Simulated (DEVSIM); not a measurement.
Structure: W/AlN/p-Ge capacitor, at 450 K.

```tsv
layer (left to right)	material	thickness (nm)	Na (cm⁻³)
1	AlN	16.0	-
2	Ge	1200	2.6e17
```

Metal gate on the left, work function 4.6 eV. Fixed charge at the semiconductor interface 0 cm⁻² (in units of +e); no interface traps.

The device is made up for the run: typed textbook-type constants, with dimensions and the other settings drawn at random. Values at 300 K; Nc and Nv go as T^1.5, mobilities as T to minus their exponent, the gap by Varshni's rule with the affinity fixed.

| parameter | AlN | Ge |
|---|---|---|
| gap (eV) | 6.1 | 0.664 |
| affinity (eV) | 1.9 | 4 |
| permittivity | 8.5 | 16 |
| Nc (cm⁻³) | - | 1.04e19 |
| Nv (cm⁻³) | - | 6e18 |
| Varshni α (eV/K) | - | 0.000477 |
| Varshni β (K) | - | 235 |

Model (solved in DEVSIM): 1D Poisson equation in equilibrium, Boltzmann statistics, complete ionisation; no quantum confinement or tunnelling. Metal contacts follow the ideal Schottky-Mott rule: no Fermi-level pinning, no interface dipoles.

**Question.** Tabulate band edges, carrier densities and field at 0.6 V on the gate.

**Answer.** Energies count from the Fermi level of the right contact; mesh points crowd at the junctions.

```tsv
x (μm)	Ec (eV)	Ev (eV)	n (cm⁻³)	p (cm⁻³)	field (V/cm)
0.000	2.100	-4.000	< 1e2	< 1e2	170000
0.001212	2.121	-3.979	< 1e2	< 1e2	170000
0.003500	2.161	-3.939	< 1e2	< 1e2	170000
0.007821	2.236	-3.864	< 1e2	< 1e2	170000
0.01319	2.329	-3.771	< 1e2	< 1e2	170000
0.01516	2.363	-3.737	< 1e2	< 1e2	170000
0.01621	0.279	-0.324	1.4e16	2.6e15	91000
0.01851	0.300	-0.304	8.4e15	4.4e15	85000
0.02257	0.331	-0.272	3.7e15	1.0e16	73000
0.03111	0.383	-0.220	9.7e14	3.8e16	49000
0.04909	0.438	-0.165	2.4e14	1.6e17	16000
0.1062	0.458	-0.145	1.4e14	2.6e17	130
0.2072	0.458	-0.145	1.4e14	2.6e17	≈ 0
0.4198	0.458	-0.145	1.4e14	2.6e17	≈ 0
0.8790	0.458	-0.145	1.4e14	2.6e17	≈ 0
1.056	0.458	-0.145	1.4e14	2.6e17	≈ 0
1.141	0.458	-0.145	1.4e14	2.6e17	≈ 0
1.181	0.458	-0.145	1.4e14	2.6e17	≈ 0
1.204	0.458	-0.145	1.4e14	2.6e17	≈ 0
1.211	0.458	-0.145	1.4e14	2.6e17	≈ 0
1.214	0.458	-0.145	1.4e14	2.6e17	≈ 0
1.216	0.458	-0.145	1.4e14	2.6e17	≈ 0
```
